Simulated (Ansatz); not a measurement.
# Pressure series in hypothetical Pm-3n SrB3C3

Consider SrB3C3 (space group Pm-3n, No. 223; a hypothetical phase, not in the database extracts checked).

```yaml
crystal:
  lattice:
    - [4.87913, 0.00000, 0.00000]
    - [0.00000, 4.87913, 0.00000]
    - [0.00000, 0.00000, 4.87913]
  atoms:
    - { symbol: Sr, position: [0.50000, 0.50000, 0.50000] }
    - { symbol: Sr, position: [0.00000, 0.00000, 0.00000] }
    - { symbol: B, position: [0.25000, 0.00000, 0.50000] }
    - { symbol: B, position: [0.50000, 0.25000, 0.00000] }
    - { symbol: B, position: [0.50000, 0.75000, 0.00000] }
    - { symbol: B, position: [0.75000, 0.00000, 0.50000] }
    - { symbol: B, position: [0.00000, 0.50000, 0.75000] }
    - { symbol: B, position: [0.00000, 0.50000, 0.25000] }
    - { symbol: C, position: [0.25000, 0.50000, 0.00000] }
    - { symbol: C, position: [0.00000, 0.25000, 0.50000] }
    - { symbol: C, position: [0.00000, 0.75000, 0.50000] }
    - { symbol: C, position: [0.75000, 0.50000, 0.00000] }
    - { symbol: C, position: [0.50000, 0.00000, 0.75000] }
    - { symbol: C, position: [0.50000, 0.00000, 0.25000] }
```

Cell and atoms are relaxed at each pressure.

Method: Ansatz (an electronic-structure program) PBE, no SOC.

| pressure (GPa) | volume per atom (Å³/atom) |
|---|---|
| -2 | 8.372 |
| 0 | 8.297 |
| 0.3 | ? |
| 0.7 | 8.271 |
| 1.5 | 8.242 |
| 3 | 8.189 |
| 5 | 8.121 |
| 7.5 | 8.039 |
| 10 | 7.961 |

Q: Fit the third-order Birch–Murnaghan form P(V) = (3B₀/2)[(V₀/V)^(7/3) − (V₀/V)^(5/3)]·[1 + (3/4)(B₀′ − 4)((V₀/V)^(2/3) − 1)] (squares taken in P) to the rows shown and predict the withheld row.

A: Least squares on the printed values gives V₀ = 8.297 Å³/atom, B₀ = 225 GPa, B₀′ = 3.6; this predicts 8.286 Å³/atom, and the run gives 8.286 Å³/atom, in agreement.

Load acts through the strain it causes; cell and atoms are relaxed under it. Whether these cells are dynamically stable was not tested. No other phases were tried under pressure. All final runs are without spin polarisation.
